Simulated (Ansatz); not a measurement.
For NiBi (P6₃/mmc, No. 194; structure not from a measured cell), LDA (plane waves, PAW; Ansatz, a quantum-chemistry and plane-wave program) gives:

- lattice constant a = 4.063 Å
- c axis length = 5.123 Å

Q: What does r²SCAN (Ansatz, PAW) give for the same quantities?

A: 
- lattice constant a: 4.120 Å (rises by 1.4 %)
- lattice parameter c: 5.237 Å (increases by 2.2 %)

Changes are worked out from the printed values.

Unless a cell is named, each level is at its own relaxed cell (LDA 18.31, r²SCAN 19.25 Å³/atom).

Levels without +SOC leave out spin–orbit coupling, which shifts energies and cells of such heavy elements.

The crystal itself was run without spin with LDA, r²SCAN.

Caveats: the relaxation could not lower the start's symmetry, so the cell can be a saddle point above a distorted one (LDA, r²SCAN). Ansatz's density-functional and Hartree–Fock values are scalar-relativistic unless marked +SOC, with PAW data made under PBE.
